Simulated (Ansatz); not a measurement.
Base system: Sn (space group I4_1/amd, No. 141).

```
CELL_PARAMETERS angstrom
     -2.94311     2.94311     1.59186
      2.94311    -2.94311     1.59186
      2.94311     2.94311    -1.59186
ATOMIC_POSITIONS crystal
  Sn 0.75000 0.25000 0.50000
  Sn 0.00000 0.00000 0.00000
```

Cartesian axes are those of the cell as printed.

The values are results of Ansatz (a quantum-chemistry and plane-wave program) r2SCAN, no SOC, not measurements.

Strains are applied to the cell and any free atomic positions relax; under stress the whole cell relaxes.

One change was made to it. Results:

The energy stays essentially unchanged; the band gap stays zero.

Q: Which of these changes matches the shifts?
(A) uniaxial strain ε_yy = +4.18 %
(B) isotropic strain −5.74 %
(C) uniaxial stress, 8 GPa tension along x
(D) uniaxial strain ε_zz = +0.59 %

A: D, uniaxial strain ε_zz = +0.59 %. For comparison, the energy relative to the base in the other runs: isotropic strain −5.74 % gives +173 meV/atom; uniaxial strain ε_yy = +4.18 % gives +13 meV/atom; uniaxial stress, 8 GPa tension along x gives +89 meV/atom.

Without a gap, meshes like the base's 17×17×17 leave anisotropic stresses uncertain by several tenths of a GPa, and small strain energies with them. Beyond what the load breaks, stability against distortions was not tested.
